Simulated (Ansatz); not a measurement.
Consider SnTe in the rock salt structure (space group Fm-3m, No. 225; a = 6.289 Å).

Modification: Cr takes the place of Te on all its sites; the structure is relaxed again.

Levels (all Ansatz, a program for electronic structure, PAW, earlier PAW set): PBEsol (420 eV, spin-orbit coupling left out); r2SCAN (500 eV, no spin-orbit coupling).

The geometry is relaxed with PBEsol.

PBEsol pressure: 0.0 GPa
PBEsol largest site moment: 2.59 μB
PBEsol magnetic state: ferromagnetic

Q: Predict the pressure, largest site moment and magnetic state from r2SCAN.

A: The pressure goes from zero to 6.8 GPa; the largest site moment rises by 0.442 μB (2.59 μB → 3.04 μB); the magnetic state remains ferromagnetic.

Other magnetic orders, which the real material may have, were not ruled out. Single points use the geometry relaxed with PBEsol. Their cutoffs differ, which shifts pressures a little. Stability against distortions was not tested. As relaxed here, CrSn is a hypothetical phase, not in the database extracts checked.
